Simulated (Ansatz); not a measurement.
The parent structure is ZnO in the wurtzite structure (space group P6_3mc, No. 186).

```
ZnO
1.0
    3.27948     0.00000     0.00000
   -1.63974     2.84011     0.00000
    0.00000     0.00000     5.29371
Zn O
2 2
Direct
  0.33333   0.66667   0.00146
  0.66667   0.33333   0.50146
  0.33333   0.66667   0.38054
  0.66667   0.33333   0.88054
```

Cartesian axes are those of the cell as printed.

Level of theory: PBE in Ansatz (plane waves to 420 eV, PAW, no spin-orbit coupling).

Perturbation: uniaxial strain ε_zz = −0.60 %, all other strain components held at zero; the atoms relax in the strained cell.

### Question
Predict the stress tensor and what it implies for the stiffness.

### Answer
Stress of the strained cell less that of the base (GPa, compression positive):
```
   0.56    0.00    0.00
   0.00    0.56    0.00
   0.00    0.00    1.21
```

Then −Δσ_ii/ε with ε = -0.0060 gives relaxed-ion elastic constants: C33 ≈ 202 GPa, C13 ≈ 94 GPa and C23 ≈ 94 GPa.

Stability against distortions was not tested.

Ansatz is a program for electronic structure.
